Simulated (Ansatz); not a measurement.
What O → Te does to HfSiO4

The reference is HfSiO$_{4}$ (space group I4_1/amd, No. 141; a = 6.5820 Å, c = 5.9714 Å).

One thing is altered: every O is replaced by Te, then cell and atoms are relaxed.

Method: plane-wave PAW DFT at the r2SCAN level (Ansatz, a first-principles code, 500 eV), no SOC. k-mesh 6×6×6 (Γ-centred); smearing 0.05 eV (Fermi–Dirac).

```yaml
volume_per_atom: 31.65 Å³ (base 10.78 Å³)
density: 6.27 g/cm³ (base 6.95 g/cm³)
lattice_parameter_a: 9.363 Å (base 6.582 Å)
c/a ratio: 0.925 (base 0.907)
space_group: I4_1/amd (No. 141) (base I4_1/amd (No. 141))
shortest_interatomic_distance: 2.510 Å (base 1.623 Å)
band_gap: "zero (an upper bound: an edge found on the path is not a true extremum; the base alone) (base 6.01 eV)"
```

Final structure:

```
HfSiTe4
1.0
   -4.68147     4.68147     4.33238
    4.68147    -4.68147     4.33238
    4.68147     4.68147    -4.33238
Te Si Hf
8 2 2
Direct
  0.10531   0.29020   0.81511
  0.64469   0.95980   0.68489
  0.27491   0.95980   0.31511
  0.47509   0.29020   0.18489
  0.70980   0.89469   0.18489
  0.04020   0.72509   0.68489
  0.04020   0.35531   0.31511
  0.70980   0.52491   0.81511
  0.50000   0.50000   0.00000
  0.25000   0.75000   0.50000
  0.75000   0.25000   0.50000
  0.00000   0.00000   0.00000
```

Spin-orbit coupling, missing from the scalar runs, can matter with Hf and Te. Whether these cells are dynamically stable was not tested. As relaxed here, HfSiTe4 is a hypothetical phase, not in the database extracts checked. All final runs are without spin polarisation. The zero or small gap of HfSiTe4 can change with the level of theory.
